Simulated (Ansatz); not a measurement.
Problem. Name crystals whose band gap lies between 1.34 and 2.1 eV and whose electron conductivity mass lies between 0.198 and 0.31 mₑ, by PBEsol, rigid bands (Ansatz, a quantum-chemistry and plane-wave program).

Solution. Many crystals can fit; among those computed here:
- CsCdCl3 (Pm-3m): 1.68 eV, 0.25 mₑ
- MgSe (Fm-3m): 1.78 eV, 0.29 mₑ

Masses are for dilute carriers at 300 K, harmonic means over directions unless an axis is named. Spin-orbit coupling is left out.

Formula and space group known from diffraction (Crystallography Open Database), not checked to be the room-temperature form: CsCdCl3 (Pm-3m).
